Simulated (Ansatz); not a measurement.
For CdTe (model structure, started from the CsCl type, Pm-3m, No. 221, 2 atoms in the cell), PBEsol in Ansatz (plane waves, PAW) gives:

equilibrium lattice constant a: 3.700 Å
enthalpy of formation: 0.080 eV/atom

Problem. What does r²SCAN in Ansatz (plane waves, PAW) give for the same quantities?

Solution. 
- lattice constant a: 3.768 Å (increases by 1.8 %)
- formation enthalpy: 0.068 eV/atom (shrinks by 0.012 eV/atom)

Changes are worked out from the printed values.

Unless a cell is named, each level is at its own relaxed cell (PBEsol 25.32, r²SCAN 26.74 Å³/atom).

Levels without +SOC leave out spin–orbit coupling, which shifts energies and cells of such heavy elements.

Ansatz's density-functional and Hartree–Fock values are scalar-relativistic unless marked +SOC, with PAW data made under PBE.

A model structure was made by putting elements into a prototype or built by hand; it is no filed structure, need not be a known phase, and can be a saddle point held by its symmetry.

Ansatz is a quantum-chemistry and plane-wave program.
